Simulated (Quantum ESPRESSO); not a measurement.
Worked example: self-consistent single point of the (001) slab of CsSnI3 (cut from a parent of space group no. 221; 10 atoms in the cell) in Quantum ESPRESSO.

Method of the run: LDA (PW92), PseudoDojo standard norm-conserving (LDA) pseudopotentials (plane waves; Quantum ESPRESSO).

```
CsSnI3
1.0
    6.19194     0.00000     0.00000
    0.00000     6.19194     0.00000
    0.00000     0.00000    19.42930
Cs Sn I
2 2 6
Direct
  0.50000   0.50000   0.25734
  0.50000   0.50000   0.58089
  0.00000   0.00000   0.41911
  0.00000   0.00000   0.74266
  0.50000   0.00000   0.41911
  0.00000   0.50000   0.41911
  0.00000   0.00000   0.25734
  0.50000   0.00000   0.74266
  0.00000   0.50000   0.74266
  0.00000   0.00000   0.58089
```

Reference input (self-consistent single point, DFT, LDA (PW92), plane waves, PseudoDojo standard norm-conserving (LDA) pseudopotentials): ecutwfc = 75 Ry; occupations = smearing; smearing = cold; degauss = 0.0073499 Ry; potentials = {Cs: Cs.upf, Sn: Sn.upf, I: I.upf}; K_POINTS = automatic 5 5 1 0 0 0; conv_thr = 1e-11 Ry; mixing_beta = 0.3. This run's input differs from it in these lines:

```diff
@@ -38,3 +38,3 @@
 K_POINTS {automatic}
-5 5 1  0 0 0
+7 7 1  0 0 0
 CELL_PARAMETERS {bohr}
```

Output (repeated stretches shortened):

```
     Self-consistent Calculation

     iteration #  1     ecut=    75.00 Ry     beta= 0.30

---- Real-time Memory Report at c_bands before calling an iterative solver
           986 MiB given to the printing process from OS
           944 MiB allocation reported by mallinfo(arena+hblkhd)
------------------

     Threshold (ethr) on eigenvalues was too large:
     Diagonalizing with lowered threshold

---- Real-time Memory Report at c_bands before calling an iterative solver
          1144 MiB given to the printing process from OS
           960 MiB allocation reported by mallinfo(arena+hblkhd)
------------------
   [... lines left out ...]

---- Real-time Memory Report at c_bands before calling an iterative solver
          1272 MiB given to the printing process from OS
          1185 MiB allocation reported by mallinfo(arena+hblkhd)
------------------

     total energy              =    -564.84149782 Ry
     estimated scf accuracy    <          2.7E-11 Ry

     iteration # 14     ecut=    75.00 Ry     beta= 0.30

---- Real-time Memory Report at c_bands before calling an iterative solver
          1272 MiB given to the printing process from OS
          1185 MiB allocation reported by mallinfo(arena+hblkhd)
------------------
     End of self-consistent calculation

     the Fermi energy is     1.1261 ev

!    total energy              =    -564.84149782 Ry
     estimated scf accuracy    <          3.6E-12 Ry
     smearing contrib. (-TS)   =      -0.00000000 Ry
     internal energy E=F+TS    =    -564.84149782 Ry

     convergence has been achieved in  14 iterations

     Forces acting on atoms (cartesian axes, Ry/au):

     atom    1 type  1   force =     0.00000000    0.00000000    0.01727587
     atom    2 type  1   force =     0.00000000    0.00000000    0.00432548
     atom    3 type  2   force =     0.00000000    0.00000000   -0.01053242
     atom    4 type  2   force =     0.00000000    0.00000000   -0.02348695
     atom    5 type  3   force =     0.00000000    0.00000000   -0.00168724
   [... lines left out ...]

     Total force =     0.037579     Total SCF correction =     0.000004

          total   stress  (Ry/bohr**3)                   (kbar)     P=      -11.80
  -0.00007679   0.00000000   0.00000000          -11.30        0.00        0.00
   0.00000000  -0.00007679   0.00000000            0.00      -11.30        0.00
   0.00000000   0.00000000  -0.00008712            0.00        0.00      -12.82

   JOB DONE.
```

The run converged in 14 iterations. Against the reference run the free energy rises by 3.1 meV/atom, the largest force goes from 0.618 to 0.604 eV/Å and the gap on the mesh goes from 1.634 to 1.359 eV.

The starting cell comes from a database of computed structures (which also holds hypothetical and non-ambient phases and stackings), without a prior relaxation at this level. The slab is cut from that crystal, and its faces are unrelaxed. Its lattice was rescaled in the plane by a random factor within 2.5 % of one. Spin-orbit coupling is off. Spin polarisation is off, though cut faces can carry moments; a gap of a slab can lie between surface states. The two faces of this cut differ, and no dipole correction was used. Another mesh or the band path of this cell gives a smaller gap, so this value is not converged in the mesh.

Cost on one core of a shared machine: roughly 10 min.
